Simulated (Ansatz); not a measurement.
The parent structure is ZrO2 in the fluorite structure (space group Fm-3m, No. 225; a = 5.0891 Å).

Modification: cell and atoms relaxed at a pressure of 22.5 GPa.

Levels (all Ansatz, a program for electronic structure, PAW, earlier PAW set): r2SCAN (500 eV, no spin-orbit coupling); HSE06 (420 eV, without spin-orbit coupling); HSE06+SOC (420 eV, with spin-orbit coupling).

One geometry, relaxed with r2SCAN, under each level:

```json
[
 {"level": "r2SCAN", "band gap": "4.11 eV", "lowest conduction level above the VBM at special points": "Γ 4.11 eV; X 4.58 eV; L 4.81 eV"},
 {"level": "HSE06", "band gap": "5.22 eV", "lowest conduction level above the VBM at special points": "Γ 5.22 eV; X 5.69 eV; L 6.00 eV"},
 {"level": "HSE06+SOC", "band gap": "5.22 eV", "lowest conduction level above the VBM at special points": "Γ 5.22 eV; X 5.69 eV; L 5.97 eV"}
]
```

Single points use the geometry relaxed with r2SCAN. Their cutoffs differ, which shifts pressures a little. HSE06 gaps are upper bounds (no full band path). The spin-orbit shifts are approximate. Load acts through the strain it causes; cell and atoms are relaxed under it. Whether these cells are dynamically stable was not tested. Competing high-pressure phases were not computed. This is not the structure that ZrO2 has at room temperature and ambient pressure.
